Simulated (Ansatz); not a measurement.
Amorphous Ta18O40, 58 atoms at 7.90 g/cm³, one PBE-relaxed geometry, zone centre. Methods: PBE, scalar-relativistic without spin-orbit coupling (Ansatz, an electronic-structure program); r2SCAN, scalar-relativistic without spin-orbit coupling (Ansatz); HSE06, scalar-relativistic without spin-orbit coupling (Ansatz). Plane waves to 420 eV (r2SCAN 500 eV); exact exchange is cut at the cell's faces. The usual formal charges leave 10 electrons over, so the level spacing at the Fermi energy parts defect or band states and needn't be the band gap. The higher rungs were started with moments on some atoms, which died out.

Preparation: random packing, a CHGNet melt and quench, and a DFT relaxation. O atoms were pushed apart under 1.9 Å during the dynamics, to hinder bonds among them. The hot cell started wider than the set density and was brought back towards it in steps. It is the lowest in DFT energy of 2 quenches. It is a model cell: composition and starting density were chosen by hand, and all elements were melted together. No dispersion term was used. Its density started from a set value of 7.90 and ended at 7.90 g/cm³. Cooling (nominally 240 K/ps over its main leg) ran many orders faster than in experiment, which tends to leave more defects and strain. One small periodic cell is one sample of the glass; other quenches scatter about these values. The volume was held where the preparation left it, at a PBE pressure of 0.4 GPa. Stress components on the final sampling reach 3.2 GPa. On a 2×2×2 Γ-centred mesh force components of up to 0.26 eV/Å stay, since the relaxation ran on the zone centre alone.

The relaxation ran on the zone centre alone. At PBE the level spacing at the Fermi energy is 0.49 eV on a 2×2×2 Γ-centred mesh, and the spacing at the zone centre alone 0.82 eV.

Question: What zone-centre spacing does r2SCAN give, roughly?

Answer: 0.96 eV (+0.14 eV against PBE).

Question: What zone-centre spacing does HSE06 give, roughly?

Answer: 1.48 eV (+0.66 eV against PBE).

The highest filled and the lowest empty state spread over these numbers of atoms (participation numbers): PBE: 17.8 and 27.1; r2SCAN: 16.4 and 24.7; HSE06: 15.1 and 24.3.
